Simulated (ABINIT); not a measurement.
Worked example: relaxation of cell and atoms of Li (Im-3m, 1 atom in the cell) in ABINIT.

Method: PBEsol, PAW (JTH v2.0 PBE PAW, files made for PBE) (plane waves; ABINIT).

Input:

```
# Li, JTH v2.0 PBE PAW
pp_dirpath "./"
pseudos "Li.GGA_PBE-JTH.xml"
acell 3*1.0
rprim
        -3.3074648037    3.3074648037    3.3074648037
         3.3074648037   -3.3074648037    3.3074648037
         3.3074648037    3.3074648037   -3.3074648037
natom 1
ntypat 1
znucl 3
typat 1
xcart
         0.0000000000    0.0000000000    0.0000000000
      Angstrom
ecut 17
pawecutdg 34
pawxcdev 0
ixc -116133
occopt 7
tsmear 0.00367493
nband 7
kptopt 1
ngkpt 7 7 7
nshiftk 1
shiftk 0 0 0
nstep 60
tolvrs 1.0e-10
ionmov 22
ntime 40
tolmxf 1.0e-04
optcell 2
dilatmx 1.08
ecutsm 0.5
prtwf 0
prtden 0
```

Output (repeated stretches shortened):

```
--- !BeginCycle
solver: {iscf: 17, nstep: 60, nline: 4, wfoptalg: 10, }
tolerances: {tolvrs: 1.00E-10, }
...

     iter   Etot(hartree)      deltaE(h)  residm     nres2
 ETOT  1  -7.4653484113854    -7.465E+00 2.781E-01 3.031E-01
 ETOT  2  -7.4588378444244     6.511E-03 2.758E-03 4.451E-02
 ETOT  3  -7.4585506526215     2.872E-04 2.051E-04 1.943E-02
 ETOT  4  -7.4584706233328     8.003E-05 2.156E-05 2.672E-05
 ETOT  5  -7.4584714344655    -8.111E-07 1.619E-06 6.516E-05
 ETOT  6  -7.4584707360020     6.985E-07 1.970E-07 1.778E-08
 ETOT  7  -7.4584707345940     1.408E-09 2.253E-08 4.798E-09
 ETOT  8  -7.4584707338588     7.351E-10 6.963E-09 3.627E-09
 ETOT  9  -7.4584707335035     3.554E-10 6.750E-10 5.491E-11
 At SCF step    9       nres2   =  5.49E-11 < tolvrs=  1.00E-10 =>converged.

 Cartesian components of stress tensor (hartree/bohr^3)
  sigma(1 1)=  2.37087917E-05  sigma(3 2)=  0.00000000E+00
  sigma(2 2)=  2.37087917E-05  sigma(3 1)=  0.00000000E+00
  sigma(3 3)=  2.37087917E-05  sigma(2 1)=  0.00000000E+00

 ----iterations are completed or convergence reached----

 reduced coordinates (array xred) for    1 atoms
       0.000000000000      0.000000000000      0.000000000000
 cartesian forces (eV/Angstrom) at end:
    1     -0.00000000000000    -0.00000000000000    -0.00000000000000
 frms,max,avg= 0.0000000E+00 0.0000000E+00   0.000E+00  0.000E+00  0.000E+00 e/A
 length scales=  5.625777091420  5.625777091420  5.625777091420 bohr
              =  2.977033017387  2.977033017387  2.977033017387 angstroms
   [... lines left out ...]
 Fermi (or HOMO) energy (hartree) =  -0.00486   Average Vxc (hartree)=  -0.25158
   [... lines left out ...]
'-kT*entropy'       : -1.15847883813915E-04
total_energy        : -7.45856478526546E+00
total_energy_eV     : -2.02957869416537E+02
...

-Cartesian components of stress tensor (GPa)         [Pressure=  6.0067E-03 GPa]
- sigma(1 1)= -6.00674504E-03  sigma(3 2)=  0.00000000E+00
- sigma(2 2)= -6.00674504E-03  sigma(3 1)=  0.00000000E+00
- sigma(3 3)= -6.00674504E-03  sigma(2 1)=  0.00000000E+00

 Calculation completed.
```

The run converged. 

Summary of the result:
- Free energy E − TS = -202.96 eV
- Fermi level (on the code's own zero) = -0.13 eV
- Pressure = 0.01 GPa
- Final cell = a = b = c = 2.977 Å, α = β = γ = 109.47°
- Final volume per atom = 20.31 Å³
- Relaxation steps = 7

The starting cell has typed, rounded lattice constants, without a prior relaxation at this level. Its lattice was rescaled by up to half a per cent. The potentials were made for another functional than the one used. The relaxation keeps the symmetry of its start, so its end need not be a minimum.

Cost on one core of a shared machine: roughly 30 s.
